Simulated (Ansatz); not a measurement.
**Ta: isotropic strain +2.50 %**

Start from Ta in the bcc (W type) structure (space group Im-3m, No. 229; a = 3.306 Å; relaxed with 0.1 eV smearing).

The change: an isotropic linear strain of +2.50 %, atoms relaxed at fixed cell.

Method: Kohn–Sham DFT with the r2SCAN functional, run in Ansatz (a program for electronic structure) with PAW and 500 eV plane waves, no spin-orbit coupling. Γ-centred 28×28×28 mesh, Fermi–Dirac width 0.1 eV.

```csv
quantity,base,changed,shift
volume per atom,18.07 Å³,19.46 Å³,+1.39 Å³
space group,Im-3m (No. 229),Im-3m (No. 229),–
energy relative to the base (free energy F),0 meV/atom,+60 meV/atom,+60 meV/atom
pressure,0.0 GPa,-13.1 GPa,-13.1 GPa
band gap,zero,zero,–
```

Cost of the whole job for the changed cell (relaxation, final SCF and bands): about 40 core-seconds (a rough figure).

Stability against distortions was not tested. The final runs are not spin-polarised.
